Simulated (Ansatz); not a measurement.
**Defect calculation: Be interstitial in zinc-blende BP**

These are PBE, PAW (plane waves to 420 eV; Ansatz, an electronic-structure program) values and carry that method's errors. The supercell holds 64 host sites (2×2×2 repeats of the unit cell), with a 2×2×2 shifted k-point sampling for the final energies. Site at the start: void with 4B nearest. Finite-size correction: monopole term and site-potential alignment. Dielectric constants: PBE linear response of the host. Host gap at this level: 1.25 eV. A cell of this size leaves errors of a few tenths of an eV. PBE underestimates the host's gap, which shifts levels and can delocalise carriers. Spin–orbit coupling is left out. Each state is the lowest found from its start.

Formation energies E_f are given with the Fermi level at the valence-band maximum. Chemical conditions: P-rich (Δμ(Be) = -1.05 eV, bounded by BeP2 (C2/c); only phases computed here count, gases as isolated molecules at 0 K). Reference phases: Be: hcp Be.

The name describes the start; the neighbours show where the added atom ended.

```tsv
charge	moment (μB)	largest move off a lattice site (Å)	neighbours of the added atom at the end (Å)	image correction with alignment (eV)	E_f, P-rich (eV)
+2	not spin-polarised	0.06	B 1.99, B 1.99, B 1.99, B 1.99	1.11	3.43
+1†	fractional	0.06	B 1.99, B 1.99, B 1.99, B 1.99	0.37	–
0*	not spin-polarised	0.06	B 1.98, B 1.98, B 1.98, B 1.98	–	–
```

* At this level the carrier isn't localised at the defect: at charge 0 electrons occupy the conduction band. Such a state is shallow or no state of the defect, and this cell gives it no level.

† Not settled in this cell, so no level is given: charge +1: fractional moment, carriers not clearly localised.

No other site or start that was run ended lower by more than 0.1 eV.
